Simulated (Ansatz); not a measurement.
## LaTiO₂N (P2₁, No. 4, 20 atoms in the cell; start mp-775918): band gap by level of theory

No measured value is used here.

| level (code) | value (eV) | cell (Å³/atom) |
|---|---|---|
| LDA (Ansatz) | ___ | 11.76 |
| PBEsol (Ansatz) | 1.25 | 12.06 |
| PBEsol+SOC (Ansatz) | 1.24 | 12.06 |
| r²SCAN (Ansatz) | ___ | 12.31 |
| r²SCAN+SOC (Ansatz) | 1.54 (direct) | 12.06 |
| r²SCAN+rVV10 (Ansatz) | 1.53 | 12.21 |

Question: Some entries are withheld; supply them.

Answer: 
- LDA (Ansatz, an electronic-structure program), value (eV): 1.15
- r²SCAN (Ansatz), value (eV): 1.58

Computed values are for a static lattice. Levels without +SOC have no spin–orbit coupling; where heavier elements are present it shifts gaps, mostly down, and can invert bands.  Values are at the level's own equilibrium cell; PBEsol+SOC at the PBEsol cell; r²SCAN+SOC at the PBEsol cell. Cutoffs differ between the levels. Ansatz's density-functional and Hartree–Fock values are scalar-relativistic unless marked +SOC, with PAW data made under PBE.

A start named mp-… is a Materials Project structure, which need not be a measured phase.
